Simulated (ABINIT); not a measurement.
## Equation of state of rutile-structure SnO2 (space group 136): energy against volume (ABINIT, PBEsol)

```yaml
crystal:
  lattice:
    - [4.60238, 0.00000, 0.00000]
    - [0.00000, 4.60238, 0.00000]
    - [0.00000, 0.00000, 3.09738]
  atoms:
    - { symbol: Sn, position: [0.00000, 0.00000, 0.00000] }
    - { symbol: Sn, position: [0.50000, 0.50000, 0.50000] }
    - { symbol: O, position: [0.30700, 0.30700, 0.00000] }
    - { symbol: O, position: [0.80700, 0.19300, 0.50000] }
    - { symbol: O, position: [0.19300, 0.80700, 0.50000] }
    - { symbol: O, position: [0.69300, 0.69300, 0.00000] }
```

Level of theory: PBEsol, norm-conserving pseudopotentials (PseudoDojo nc-sr-04 PBEsol standard) (plane waves; ABINIT 10.0.3). Settings: pseudos = [Sn.upf, O.upf]; ecut = 110 Ry; occopt = 3; tsmear = 0.01 eV; ngkpt = 6 6 8; nshiftk = 1; shiftk = 0 0 0; potentials = PseudoDojo nc-sr-04 PBEsol standard; nband = 34; kptopt = 1; nstep = 60; tolvrs = 1e-12. The cell above is the first row's. The rows scale it uniformly. In all rows fractional positions and the k mesh are held. E is the free energy at the stated smearing, counted from the lowest row.

| V (Å^3/atom) | E (meV/atom) |
|---|---|
| 10.9347 | 96.94 |
| 11.1724 | 60.79 |
| 11.4101 | 33.97 |
| 11.6478 | 15.47 |
| 11.8855 | 4.41 |
| 12.1233 | 0.00 |
| 12.3610 | 1.53 |
| 12.5987 | 8.35 |
| 12.8364 | ? |

Taking the third-order Birch-Murnaghan form, a cubic in V^(-2/3) for E over the 8 complete rows: With u = V^(-2/3) - 0.194, the rows have u = 0.008984, 0.006095, 0.003306, 0.000612, -0.001991, -0.004510, -0.006947, -0.009307. Least squares gives E = 12.273 + 4923.26·u + 492521·u² + 944269·u³. Residuals (row less fit): -0.001, -0.001, 0.004, -0.001, -0.006, 0.000, 0.006, -0.003; standard error 0.005 (degrees of freedom: 4). Its minimum lies at u = -0.005072, so V0 = (0.188928)^(-3/2) = 12.18. There d²E/du² = 956300 and d³E/du³ = 5666000, so B0 = (4/9) × 12.18^(-7/3) × 956300 × 0.160218 = 200 GPa (the last factor turns the table's units into GPa), and B0' = 4 + (2/3) × 0.188928 × (5666000)/956300 = 4.7. The program's pressures in the fitted runs (not shown) pass through zero at V = 12.18, 0.02 % from this V0.

**Question.** Estimate the missing E (V = 12.8364); what did the run itself give?

**Answer.** u = -0.011595, so E = 12.273 + 4923.26 × (-0.011595) + 492521 × (-0.011595)² + 944269 × (-0.011595)³ = 19.932 meV/atom. The calculation gives 19.90 meV/atom, 0.032 meV/atom below the prediction (under 0.05 % of the range of E in the table). The row lies outside the fitted rows, so this is an extrapolation. From the scatter of the fitted rows alone, a prediction at this place has a standard error of 0.012 meV/atom, so the miss is 2.7 times that.

Carrying the step between the two nearest rows on in a straight line would have given 15.17, off by 4.73; series whose last step already gives the withheld value aren't shown. The scan was laid around a cell of about the measured size, scaled by a guess for this functional; axis ratios and inner coordinates come from that cell. The runs keep the symmetry of the cell, so they don't test it for distortions. The PBEsol file for Sn was generated anew from PseudoDojo's inputs, some of which were changed. The shape of the cell and the inner coordinates aren't relaxed, so V0 and B0 belong to this uniform scaling; a relaxed crystal lies no higher in energy and is usually softer (forces reach 0.58 eV/Å in these rows). Cutoffs and mesh are single choices, not tested for convergence of this quantity. Series with a scatter that would blur these digits, or in which a gap closes, are not shown. Nor are scans whose minimum lies at an end fitted in this form.
